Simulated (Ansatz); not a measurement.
# Short convergence ladders for HfCd (P4mm, 4 atoms in the cell)

```yaml
crystal:
  lattice:
    - [3.03202, 0.00000, 0.00000]
    - [0.00000, 3.03202, 0.00000]
    - [0.00000, 0.00000, 9.11665]
  atoms:
    - { symbol: Hf, position: [0.00000, 0.50000, 0.88712] }
    - { symbol: Hf, position: [0.50000, 0.00000, 0.11836] }
    - { symbol: Cd, position: [0.00000, 0.50000, 0.37747] }
    - { symbol: Cd, position: [0.50000, 0.00000, 0.62253] }
```

Base method: PBEsol, default PAW files made with PBE (plane waves; Ansatz, a program for electronic structure).

Base settings: basis.ecutwfc = 420 eV; kpoints.mp_grid.grid = 11 11 4; hamiltonian.xc = pbesol; hamiltonian.pseudopotentials = {kind: paw} (the program's default PAW files); scf.occupations.method = fermi_dirac; scf.occupations.width = 0.1 eV.

The count of work is k-points × plane waves × bands × iterations; it is no time. Core times come from one kind of shared machine, to one figure; runs under 30 s give none.

**The k-point mesh**

The second cell is the first with its lattice scaled by 0.98.

Only quantities that move along the ladder and can be compared are tabulated.

```tsv
kpoints.mp_grid.grid	free energy less the last step's (meV/atom)	energy of the compressed cell less the first (meV/atom)	pressure (GPa)	largest difference of a force vector from the last step's (eV/Å)	count of work / last	core time / last (rough)
2 2 1	-114.26	-4.52	-3.43	1.463	0.010	–
3 3 1	-62.83	1.91	-2.66	0.545	0.010	–
4 4 2	-32.75	15.87	-0.98	0.119	0.035	–
6 6 2	7.36	20.74	-0.42	0.072	0.076	–
8 8 3	1.01	20.60	-0.45	0.038	0.11	–
10 10 4	-3.63	20.43	-0.47	0.013	0.24	0.2
11 11 4	0.77	20.79	-0.42	0.006	0.24	0.2
14 14 5	0.65	20.67	-0.43	0.016	0.41	0.4
21 21 7	0.00	20.64	-0.44	0.000	1.0	1
```

Coarsest kpoints.mp_grid.grid that holds the pressure within 0.2 GPa of the last step, with all finer ones: 6 6 2, at 0.076 of the last step's count of work; the step before is off by 0.54 GPa.

Coarsest kpoints.mp_grid.grid that holds the energy of the compressed cell less the first within 0.2 meV/atom of the last step, with all finer ones: 11 11 4, at 0.24 of the last step's count of work and about 0.2 of the last step's time; the step before is off by 0.22 meV/atom.

Coarsest kpoints.mp_grid.grid that holds the forces within 0.02 eV/Å: not settled: the last two steps still differ by 0.016 eV/Å, over half the tolerance, so the ladder does not show it.

The energy difference between the two cells stays within 1 meV/atom of the last step's from 6 6 2 on, the total only from 11 11 4 on: much of the error is common to both cells and cancels.

**The k-point mesh at a smearing width of 0.3 eV**

In this ladder: scf.occupations.width = 0.3 eV.

Only quantities that move along the ladder and can be compared are tabulated.

| kpoints.mp_grid.grid | free energy less the last step's (meV/atom) | pressure (GPa) | largest difference of a force vector from the last step's (eV/Å) | count of work / last | core time / last (rough) |
|---|---|---|---|---|---|
| 4 4 2 | -19.50 | 0.03 | 0.095 | 0.051 | – |
| 5 5 2 | 0.35 | 0.46 | 0.010 | 0.045 | – |
| 6 6 2 | 3.95 | 0.33 | 0.030 | 0.076 | – |
| 8 8 3 | 0.49 | 0.32 | 0.014 | 0.11 | – |
| 12 12 4 | 0.15 | 0.33 | 0.002 | 0.32 | 0.3 |
| 17 17 6 | 0.01 | 0.33 | 0.001 | 0.61 | 0.6 |
| 21 21 7 | 0.00 | 0.33 | 0.000 | 1.0 | 1 |

Coarsest kpoints.mp_grid.grid that holds the free energy within 5 meV/atom of the last step, with all finer ones: 5 5 2, at 0.045 of the last step's count of work; the step before is off by 20 meV/atom.

Coarsest kpoints.mp_grid.grid that holds the pressure within 0.2 GPa of the last step, with all finer ones: 5 5 2, at 0.045 of the last step's count of work; the step before is off by 0.29 GPa.

Coarsest kpoints.mp_grid.grid that holds the forces within 0.02 eV/Å of the last step, with all finer ones: 8 8 3, at 0.11 of the last step's count of work; the step before is off by 0.030 eV/Å.

**The width of cold smearing**

In this ladder: kpoints.mp_grid.grid = 18 18 7; scf.occupations.method = cold.

Narrow widths need finer meshes than wide ones, so the last steps can hold mesh noise.

Only quantities that move along the ladder and can be compared are tabulated; pressure and forces are left out, as mesh noise rules them at narrow widths.

```csv
scf.occupations.width,free energy less the last step's (meV/atom),core time / last (rough)
1 eV,17.11,0.9
0.5 eV,2.66,1.0
0.3 eV,0.86,1
0.1 eV,0.00,1
```

Widest scf.occupations.width that holds the free energy within 5 meV/atom of the last step, with all finer ones: 0.5 eV; the step before is off by 17 meV/atom.

On the base run: the starting cell comes from a database of computed structures (which also holds hypothetical and non-ambient phases and stackings), without a prior relaxation at this level. Its lattice was rescaled by up to half a per cent. One atom was moved a little off its site on purpose. Ansatz's pressure includes its estimate of the finite-basis (Pulay) stress.

Left out of this page: 2 runs of the series outside the window shown, repeating another row's setting, or not comparable.

Keys are those of Ansatz 0.2.
